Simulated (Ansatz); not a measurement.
**Carrier doping in SiSe2**

Base system: SiSe2 (space group Ibam, No. 72; made of chains).

```
CELL_PARAMETERS angstrom
     -3.30744     5.63456     2.96628
      3.30744    -5.63456     2.96628
      3.30744     5.63456    -2.96628
ATOMIC_POSITIONS crystal
  Se 0.39015 0.31084 0.70100
  Se 0.89015 0.18916 0.07931
  Se 0.10985 0.81084 0.92069
  Se 0.60985 0.68916 0.29900
  Si 0.25000 0.25000 0.00000
  Si 0.75000 0.75000 0.00000
```

Carriers are added at fixed cell with a uniform background; the Fermi–Dirac width is that of 300 K.

Method: Ansatz (a quantum-chemistry and plane-wave program) PBE, spin-orbit coupling left out.

Notes on the quantities. Fermi level from band edge: Fermi level relative to the doped band's edge (positive inside the band; to 0.05 eV).

| hole density (10^21 cm⁻³) | Fermi level from band edge (eV) |
|---|---|
| 2 | 0.15 |
| 3 | 0.20 |
| 5 | ? |
| 7 | 0.45 |

### Question
Fit E_F = C n^s, fitted as a line in log–log form (a parabolic band gives s = 2/3) to the rows shown and predict the withheld row.

### Answer
Least squares on the printed values gives C = 0.08 eV, s = 0.89 (largest residual 0.01 eV); this predicts 0.33 eV, and the run gives 0.35 eV, in agreement.

Charged cell with a jellium background: band edges are those of the host's band count, energies are not comparable with the neutral cell, and many-body gap narrowing is missing. No phonon test of stability was made. No dispersion term is included, though the crystal is made of layers, chains or molecules, so its spacings can come out too wide.
